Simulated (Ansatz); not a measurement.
Functionals compared on OH on the 1x1 (100) surface of rock-salt MgO (cut with top plane Mg + O), one in a 2x2 cell, started at the site 'hollow Mg-Mg-O-O', in Ansatz (plane waves, PAW). The structure was relaxed with PBE; the other rows are single points on it, each with its references at the same level. Cutoff 420 eV (500 eV for r2SCAN). The points keep PBE's geometry, so the relaxation of a polaron and the settling of charge on one site are left out.

Host crystal: rock-salt MgO, with a band gap (PBE, scalar-relativistic without spin-orbit coupling).

Model: 34-atom slab, 6.4 Å thick at the start under the adsorbate (thin: gaps and levels are the slab's own), 3x3x1 mesh, Fermi-Dirac 0.01 eV, dipole correction, 16 atoms held, the rest relaxed; start symmetry kept, larger cells not searched; spin-polarised, ending with about 1.0 μB a cell; orders that need a larger cell were not tried, no spin-orbit, no U, no dispersion correction. At the end it is bonded to 2 Mg. In PBE it is, or lies within 0.03 eV of, the lowest of the starts that converged. These notes are the PBE run's. RPBE: The program's check for a lower electronic state was not made. r2SCAN: The program's check for a lower electronic state was not made. Adsorption energies are against H2O(g) − ½ H2(g). A negative adsorption energy means that the adsorbate is more stable on the surface than in its reference.

| functional | adsorption energy (eV) | magnetic moment of the cell (μB) | rough cost of the single point |
|---|---|---|---|
| PBE | 1.95 | 1.00 | – |
| RPBE | … | 1.00 | around 5 core-minutes (rough) |
| r2SCAN | 1.84 | 1.00 | around 7 core-minutes (rough) |

Some entries are withheld; supply them.


- RPBE, adsorption energy (eV): 2.01

Ansatz is a quantum-chemistry and plane-wave program.
